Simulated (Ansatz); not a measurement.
Density of states of SrPd₂Bi₂ (P4/nmm) near the Fermi level, PBEsol, rigid bands (Ansatz, an electronic-structure program).

(E − E_F (eV), states/eV/cell): (-1.92, 7.50); (-1.82, 6.43); (-1.72, 6.11); (-1.62, 5.38); (-1.52, 4.77); (-1.42, 4.86); (-1.32, 5.23); (-1.22, 6.65); (-1.12, 8.23); (-1.02, 6.74); (-0.92, 7.98); (-0.82, 6.99); (-0.72, 6.23); (-0.62, 5.49); (-0.52, 5.64); (-0.42, 5.89); (-0.32, 6.02); (-0.22, 5.56); (-0.12, 5.58); (-0.02, 5.16); (0.08, 4.01); (0.18, 4.26); (0.28, 4.59); (0.38, 3.73); (0.48, 3.02); (0.58, 3.07); (0.68, 3.78); (0.78, 3.82); (0.88, 3.88); (0.98, 3.84); (1.08, 3.68); (1.18, 3.04); (1.28, 2.67); (1.38, 2.68); (1.48, 2.26); (1.58, 2.15); (1.68, 1.84); (1.78, 1.57); (1.88, 2.25)

**Question.** With 10 atoms a cell, what bare Sommerfeld coefficient γ = (π²/3) k_B² N(E_F) follows?

**Answer.** N(E_F) ≈ 4.8 states/eV a cell at 300 K, so γ ≈ 1.14 mJ/(mol of atoms·K²), before electron-phonon enhancement.

**Question.** How far does the Fermi level move in a rigid band for 0.1 electron a cell added or removed?

**Answer.** 21 meV and -20 meV.

A metal at this level (no band gap); rigid bands, thermally averaged at 300 K, both spins. Spin-orbit coupling is left out, which matters with elements this heavy. Geometry: cell and atoms relaxed with PBEsol.

Computed structure, not matched to a measured one here, so possibly hypothetical: SrPd2Bi2 (P4/nmm).
